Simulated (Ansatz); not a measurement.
# SiO2, response to strain

Take SiO2 (space group P4_12_12, No. 92; a = 5.030 Å, c = 7.012 Å) as the base. Axes: x, y, z lie along a, b, c of the conventional cell.

Strains are applied to the cell and any free atomic positions relax; under biaxial strain the out-of-plane vector relaxes too.

The values are results of PBEsol, PAW, 420 eV (Ansatz, an electronic-structure program; no spin-orbit coupling), not measurements.

Notes on the quantities. pressure: mean of the normal stresses, compression positive.

```tsv
case	band gap	volume per atom	pressure
base	5.57 eV	14.78 Å³	0.0 kbar
biaxial strain −2.63 %, plane normal [001], relaxed out of plane	5.66 eV	13.90 Å³	10.1 kbar
biaxial strain +0.29 %, plane normal [001], relaxed out of plane	5.56 eV	14.89 Å³	-0.9 kbar
biaxial strain +0.95 %, plane normal [001], relaxed out of plane	5.54 eV	15.12 Å³	-3.1 kbar
isotropic strain −0.20 %	5.58 eV	14.69 Å³	1.0 kbar
isotropic strain +0.50 %	5.55 eV	15.01 Å³	-1.9 kbar
uniaxial strain ε_yy = −0.86 %	5.59 eV	14.66 Å³	1.5 kbar
uniaxial strain ε_zz = −2.26 %	5.56 eV	14.45 Å³	2.2 kbar
```

Gaps are read on the SCF mesh and a high-symmetry path. Whether these cells are dynamically stable was not tested.
